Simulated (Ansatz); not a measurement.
**HgSe: energy against volume**

HgSe (zinc blende, F-43m, 28.833 Å³/atom and stress up to 0.01 GPa in the relaxed cell, cube axes along x, y and z) under an equal strain ε along all three axes. PBEsol in Ansatz, a plane-wave DFT program (PAW, default set), 420 eV, 9×9×9 Γ-centred mesh, Fermi-Dirac smearing 0.05 eV; ions are relaxed, or left where forces stay under 0.02 eV/Å, within the symmetry of each cell.

Here V stands for volume and E for E less E0.

```
volume (Å³/atom)  E less E0 (meV/atom)  pressure (GPa)
----------------  --------------------  --------------
27.1369                          18.22            3.65
27.5544                          10.05            2.63
27.9762                           4.39            1.69
28.4022                           1.08            0.81
28.8325                           0.00            0.01
29.2672                           1.00           -0.74
29.7062                           3.97           -1.42
30.1495                           8.79           -2.05
30.5973                          15.35           -2.63
31.5061                              ?               ?
```

Task: Fit E against V with the third-order Birch-Murnaghan form, a cubic in V^(-2/3), and predict the withheld value at V = 31.5061.

Result: With u = V^(-2/3) - 0.1064, the rows have u = 0.0043371, 0.0032157, 0.0021111, 0.0010233, -0.0000481, -0.0011038, -0.0021438, -0.0031683, -0.0041779. Least squares gives E = 0.000 + 107.7·u + 924100·u² + 4528400·u³. Residuals (row less fit): 0.001, -0.003, 0.002, -0.003, 0.003, -0.001, -0.002, -0.001, 0.000; standard error 0.003 (degrees of freedom: 5). Its minimum lies at u = -0.0000583, so V0 = (0.1063417)^(-3/2) = 28.84. There d²E/du² = 1847000 and d³E/du³ = 2.717e7, so B0 = (4/9) × 28.84^(-7/3) × 1847000 × 0.160218 = 51.6 GPa (the last factor turns the table's units into GPa), and B0' = 4 + (2/3) × 0.1063417 × (2.717e7)/1847000 = 5.0. B0' rests on the cubic coefficient alone and has a standard error of 0.1 from these residuals. At the withheld row, u = -0.0061533, so E = 0.000 + 107.7 × (-0.0061533) + 924100 × (-0.0061533)² + 4528400 × (-0.0061533)³ = 33.272 meV/atom. The calculation gives 33.26 meV/atom, 0.012 meV/atom below the prediction (0.0 % of the range of E in the table). The row lies outside the fitted rows, so this is an extrapolation. The scatter of the fitted rows lies at the last printed digit.

This level leaves no gap over 0.05 eV at strain -2.00, -1.50, -1.00, -0.50, 0.00, 0.50, 1.00, 1.50, 2.00, 3.00 %. Spin-orbit coupling is left out, which can shift these values for the heavy elements here. Other structures, which can take over under pressure, weren't tried. The same form fitted to the pressure column gives B0' = 5.0; series where the two differ by over 0.4 aren't shown. Rows are the converged runs of the series near zero and its far end, less any whose ions stayed unrelaxed beside relaxed ones; series whose fitted rows scatter by over a few per cent of the range, as at a crossing or softening among them, aren't shown in this form.
